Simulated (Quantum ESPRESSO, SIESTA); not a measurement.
A Quantum ESPRESSO input for a self-consistent single point of BeS (F-43m, 2 atoms in the cell) (DFT, PBE, plane waves, SSSP 1.1.2 efficiency (PBE) pseudopotentials):

```fortran
&control
    calculation = 'scf'
    prefix = 'run'
    outdir = './tmp/'
    pseudo_dir = './'
    tprnfor = .true.
    tstress = .true.
/
&system
    ibrav = 2
    A = 4.8700000000
    nat = 2
    ntyp = 2
    ecutwfc = 40
    ecutrho = 320
    occupations = 'smearing'
    smearing = 'fd'
    degauss = 0.00147
/
&electrons
    conv_thr = 1.0d-10
/
ATOMIC_SPECIES
Be     9.0122  be_pbe_v1.4.uspp.F.UPF
S     32.0600  s_pbe_v1.4.uspp.F.UPF
ATOMIC_POSITIONS crystal
Be    0.0000000000    0.0000000000    0.0000000000
S     0.2500000000    0.2500000000    0.2500000000
K_POINTS automatic
12 12 12  0 0 0
```

**Question.** Write the same calculation as an input for SIESTA.

**Answer.** This is the input that was run; spellings and numerical settings could be chosen otherwise.

```
# files in the folder: Be.psml S.psml (PseudoDojo PBE standard)
SystemName  BeS
SystemLabel BeS

NumberOfAtoms                2
NumberOfSpecies              2
%block ChemicalSpeciesLabel
  1 4 Be
  2 16 S
%endblock ChemicalSpeciesLabel
LatticeConstant              1.0 Ang
%block LatticeVectors
     0.000000000    2.435000000    2.435000000
     2.435000000    0.000000000    2.435000000
     2.435000000    2.435000000    0.000000000
%endblock LatticeVectors
AtomicCoordinatesFormat      Bohr
%block AtomicCoordinatesAndAtomicSpecies
     0.000000000    0.000000000    0.000000000  1
     2.300741557    2.300741557    2.300741557  2
%endblock AtomicCoordinatesAndAtomicSpecies

XC.functional                GGA
XC.authors                   PBE
PAO.BasisSize                TZP
PAO.EnergyShift              0.01 Ry
PAO.Polarization.NonPerturbative true
MeshCutoff                   350 Ry
%block kgrid.MonkhorstPack
   12   0   0  0.0
    0  12   0  0.0
    0   0  12  0.0
%endblock kgrid.MonkhorstPack
OccupationFunction           FD
ElectronicTemperature        20.0 meV

MaxSCFIterations             150
SCF.Mixer.Method             Pulay
SCF.Mixer.Weight             0.25
SCF.Mixer.History            8
SCF.DM.Tolerance             1.0E-04
Diag.ParallelOverK           true
WriteForces                  true
```

Basis, cutoffs, solver keys and any potentials are the target program's own. This input uses DFT, GGA PBE, numerical atomic orbitals TZP, PseudoDojo PBE standard norm-conserving potentials (rewritten from UPF to PSML). Both were run: pressure 0.27 GPa in Quantum ESPRESSO and -2.16 in SIESTA; gap on the mesh 3.140 eV in Quantum ESPRESSO and 3.102 in SIESTA.

On SIESTA: the starting cell has typed, rounded lattice constants, without a prior relaxation at this level. Values carry the incompleteness of an atom-centred basis.

On Quantum ESPRESSO: the starting cell has typed, rounded lattice constants, without a prior relaxation at this level.
